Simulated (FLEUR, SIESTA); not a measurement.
A SIESTA input for a self-consistent single point of MnSnF6 (R-3, 8 atoms in the cell) (DFT, GGA PBEsol, numerical atomic orbitals TZP, PseudoDojo PBEsol standard norm-conserving potentials (rewritten from UPF to PSML)):

```
# files in the folder: Mn.psml Sn.psml F.psml (PseudoDojo PBEsol standard)
SystemName  MnSnF6
SystemLabel MnSnF6

NumberOfAtoms                8
NumberOfSpecies              3
%block ChemicalSpeciesLabel
  1 25 Mn
  2 50 Sn
  3 9 F
%endblock ChemicalSpeciesLabel
LatticeConstant              1.0 Ang
%block LatticeVectors
     2.695883000    1.556469000    4.860316000
    -2.695883000    1.556469000    4.860316000
     0.000000000   -3.112938000    4.860316000
%endblock LatticeVectors
AtomicCoordinatesFormat      ScaledCartesian
%block AtomicCoordinatesAndAtomicSpecies
     0.000000000    0.000000000    7.290474000  1
     0.000000000    0.000000000    0.000000000  2
    -1.733094217    0.214897005    6.039025255  3
     1.733094217   -0.214897005    8.541922745  3
     0.680440869   -1.608352338    6.039025255  3
    -0.680440869    1.608352338    8.541922745  3
     1.052653347    1.393455332    6.039025255  3
    -1.052653347   -1.393455332    8.541922745  3
%endblock AtomicCoordinatesAndAtomicSpecies

XC.functional                GGA
XC.authors                   PBEsol
PAO.BasisSize                TZP
PAO.EnergyShift              0.01 Ry
MeshCutoff                   350 Ry
%block kgrid.MonkhorstPack
    3   0   0  0.0
    0   3   0  0.0
    0   0   3  0.0
%endblock kgrid.MonkhorstPack
OccupationFunction           FD
ElectronicTemperature        116.05 K
Spin                         polarized
%block DM.InitSpin
  1 +4.00
  2 +0.00
  3 +0.00
  4 +0.00
  5 +0.00
  6 +0.00
  7 +0.00
  8 +0.00
%endblock DM.InitSpin

MaxSCFIterations             150
SCF.Mixer.Method             Broyden
SCF.Mixer.Weight             0.1
SCF.Mixer.History            8
SCF.DM.Tolerance             1.0E-05
Diag.ParallelOverK           true
WriteForces                  true
Charge.Mulliken              end
```

Q: Translate this input to FLEUR.

A: This is the input that was run; spellings and numerical settings could be chosen otherwise.

Input of the input generator:

```
MnSnF6 FLAPW
&input film=f /
5.0944809010 2.9412999196 9.1846661191
-5.0944809010 2.9412999196 9.1846661191
-0.0000000000 -5.8825998392 9.1846661191
1.0
1.0 1.0 1.0

8
25 0.5000000000 0.5000000000 0.5000000000 : 4.00
50 -0.0000000000 -0.0000000000 -0.0000000000 : 0.00
9 0.1157500000 0.7586170000 0.3681500000 : 0.00
9 0.8842500000 0.2413830000 0.6318500000 : 0.00
9 0.3681500000 0.1157500000 0.7586170000 : 0.00
9 0.6318500000 0.8842500000 0.2413830000 : 0.00
9 0.7586170000 0.3681500000 0.1157500000 : 0.00
9 0.2413830000 0.6318500000 0.8842500000 : 0.00

&comp jspins=2 /
&exco xctyp='PBEs' /
&kpt div1=3 div2=3 div3=3 /
&end /
```

```xml
<?xml version="1.0" encoding="UTF-8" standalone="no"?>
<fleurInput fleurInputVersion="0.39">
   <comment>
      MnSnF6 FLAPW                                                                                        
   </comment>
   <calculationSetup>
      <cutoffs Kmax="4.6" Gmax="18.4" GmaxXC="18.4" numbands="0"/>
      <scfLoop itmax="100" minDistance="0.00001" maxIterBroyd="15" imix="Anderson" alpha="0.05" precondParam="0.0" spinf="2.0"/>
      <coreElectrons ctail="T" frcor="F" kcrel="0" coretail_lmax="0"/>
      <xcFunctional name="PBEs" relativisticCorrections="F"/>
      <magnetism jspins="2"/>
      <soc l_soc="F" theta="0.0" phi="0.0" spav="F"/>
      <expertModes spex="0" secvar="F"/>
      <geometryOptimization l_f="T" forcealpha="1.0" forcemix="BFGS" epsdisp="0.00001" epsforce="0.00001"/>
      <ldaU l_linMix="F" mixParam="0.05" spinf="1.0"/>
   </calculationSetup>
   <cell>
      <bzIntegration valenceElectrons="71.0" mode="hist" fermiSmearingEnergy="0.00036749">
         <kPointListSelection listName="default-1"/>
         <!-- k-points included here -->
         <xi:include xmlns:xi="http://www.w3.org/2001/XInclude" href="kpts.xml"> </xi:include>
      </bzIntegration>
      <!-- symmetry operations included here -->
      <xi:include xmlns:xi="http://www.w3.org/2001/XInclude" href="sym.xml"> </xi:include>
      <bulkLattice scale="1.0">
         <bravaisMatrix>
            <row-1>    5.0944809009999998     2.9412999196000000     9.1846661190999992</row-1>
            <row-2>   -5.0944809009999998     2.9412999196000000     9.1846661190999992</row-2>
            <row-3>    0.0000000000000000    -5.8825998392000001     9.1846661190999992</row-3>
         </bravaisMatrix>
      </bulkLattice>
   </cell>
   <atomSpecies>
      <species name="Manganese 4.000" element="Mn" atomicNumber="25">
         <mtSphere radius="2.50" gridPoints="863" logIncrement="0.014"/>
         <atomicCutoffs lmax="10" lnonsphr="8"/>
         <electronConfig flipSpins="F">
            <coreConfig>(1s1/2) (2s1/2) (2p1/2) (2p3/2)</coreConfig>
            <valenceConfig>(3s1/2) (3p1/2) (3p3/2) (4s1/2) (3d3/2) (3d5/2)</valenceConfig>
            <stateOccupation state="(3d3/2)" spinUp="1.5" spinDown="0.5"/>
            <stateOccupation state="(3d5/2)" spinUp="3.0" spinDown="0.0"/>
         </electronConfig>
         <energyParameters s="4" p="4" d="3" f="4"/>
         <lo type="SCLO" l="0" n="3" eDeriv="0"/>
         <lo type="SCLO" l="1" n="3" eDeriv="0"/>
      </species>
      <species name="Tin (Sn)" element="Sn" atomicNumber="50">
         <mtSphere radius="2.29" gridPoints="791" logIncrement="0.016"/>
         <atomicCutoffs lmax="8" lnonsphr="6"/>
         <electronConfig flipSpins="F">
            <coreConfig>(1s1/2) (2s1/2) (2p1/2) (2p3/2) (3s1/2) (3p1/2) (3p3/2) (4s1/2) (3d3/2) (3d5/2) (4p1/2) (4p3/2)</coreConfig>
            <valenceConfig>(5s1/2) (4d3/2) (4d5/2) (5p1/2) (5p3/2)</valenceConfig>
            <stateOccupation state="(5p1/2)" spinUp="0.3333333333" spinDown="0.3333333333"/>
            <stateOccupation state="(5p3/2)" spinUp="0.6666666667" spinDown="0.6666666667"/>
         </electronConfig>
         <energyParameters s="5" p="5" d="5" f="4"/>
         <lo type="SCLO" l="2" n="4" eDeriv="0"/>
      </species>
      <species name="Fluorine (F)" element="F" atomicNumber="9">
         <mtSphere radius="1.29" gridPoints="447" logIncrement="0.024"/>
         <atomicCutoffs lmax="6" lnonsphr="4"/>
         <electronConfig flipSpins="F">
            <coreConfig>(1s1/2)</coreConfig>
            <valenceConfig>(2s1/2) (2p1/2) (2p3/2)</valenceConfig>
            <stateOccupation state="(2p1/2)" spinUp="0.8333333333" spinDown="0.8333333333"/>
            <stateOccupation state="(2p3/2)" spinUp="1.666666667" spinDown="1.666666667"/>
         </electronConfig>
         <energyParameters s="2" p="2" d="3" f="4"/>
      </species>
   </atomSpecies>
   <atomGroups>
      <atomGroup species="Manganese 4.000">
         <relPos label="                   1">1.000/2.000 1.000/2.000 1.000/2.000</relPos>
         <force calculate="T" relaxXYZ="TTT"/>
      </atomGroup>
      <atomGroup species="Tin (Sn)">
         <relPos label="                   2">.0000000000 .0000000000 .0000000000</relPos>
         <force calculate="T" relaxXYZ="TTT"/>
      </atomGroup>
      <atomGroup species="Fluorine (F)">
         <relPos label="                   3">.1157500000 -.2413830000 .3681500000</relPos>
         <relPos label="                   4">-.1157500000 .2413830000 -.3681500000</relPos>
         <relPos label="                   5">.3681500000 .1157500000 -.2413830000</relPos>
         <relPos label="                   6">-.3681500000 -.1157500000 .2413830000</relPos>
         <relPos label="                   7">-.2413830000 .3681500000 .1157500000</relPos>
         <relPos label="                   8">.2413830000 -.3681500000 -.1157500000</relPos>
         <force calculate="T" relaxXYZ="TTT"/>
      </atomGroup>
   </atomGroups>
   <output dos="F" band="F" slice="F">
      <checks vchk="F" cdinf="F"/>
      <bandDOS minEnergy="-.5*Htr" maxEnergy="0.5*Htr" sigma="0.015" storeEVData="T"/>
      <vacuumDOS vacdos="F" integ="F" star="F" nstars="0" locx1="0.0" locy1="0.0" locx2="0.0" locy2="0.0" nstm="0" tworkf="0.0"/>
      <unfoldingBand unfoldBand="F" supercellX="1" supercellY="1" supercellZ="1"/>
      <plotting iplot="0" polar="F">
         <plot TwoD="T" vec1="  1.0  0.0  0.0" vec2="  0.0  1.0  0.0" vec3="  0.0  0.0  1.0" zero="  0.0  0.0  0.0" file="plot"/>
      </plotting>
      <chargeDensitySlicing numkpt="0" minEigenval="0.0" maxEigenval="0.0" nnne="0" pallst="F"/>
      <specialOutput eonly="F"/>
      <magneticCircularDichroism mcd="F" energyLo="-10.0" energyUp="0.0"/>
   </output>
  <!-- We include the file relax.xml here to enable relaxations (see documentation) -->
  <xi:include xmlns:xi="http://www.w3.org/2001/XInclude" href="relax.xml"> <xi:fallback/> </xi:include>
</fleurInput>
```

Basis settings and potentials, where a program has them, do not carry over. This input uses DFT, PBEsol, all-electron FLAPW (FLEUR), scalar-relativistic valence.

The starting cell comes from a database of computed structures (which also holds hypothetical and non-ambient phases and stackings), without a prior relaxation at this level. Its lattice was rescaled by a random factor within 2.5 % of one.
